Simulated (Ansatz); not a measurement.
The parent structure is BN in the zinc blende structure (space group F-43m, No. 216).

```
CELL_PARAMETERS angstrom
      0.00000     1.80486     1.80486
      1.80486     0.00000     1.80486
      1.80486     1.80486     0.00000
ATOMIC_POSITIONS crystal
  B  0.00000 0.00000 0.00000
  N  0.25000 0.25000 0.25000
```

Cartesian axes are those of the cell as printed.

Calculations: r2SCAN, PAW, 500 eV (Ansatz, a program for electronic structure; without spin-orbit coupling).

For the base:

| Item | Value |
|---|---|
| Smallest direct gap | 9.59 eV |
| Electron mass | 0.87 mₑ along k, 0.29 mₑ across (at X) |
| Valley order | X along ⟨100⟩ 5.00 eV |

Modification: uniaxial strain ε_zz = −0.50 %, all other strain components held at zero; the atoms relax in the strained cell.

What happens to the smallest direct gap, electron mass and valley order?

The smallest direct gap decreases by 0.032 eV, from 9.59 eV to 9.55 eV; the electron mass changes from 0.87 mₑ along k, 0.29 mₑ across (at X) to 0.86 mₑ along k, 0.29 mₑ across (at X); the valley order (the lowest conduction-band minima on the path, energy above the VBM, named in the base's zone) becomes X along [001] 4.92 eV; X along [100] 5.01 eV (base: X along ⟨100⟩ 5.00 eV).

Effective masses come from finite differences of ±0.01 Å⁻¹. Along k means along the line from Γ to the band edge. No phonon test of stability was made.
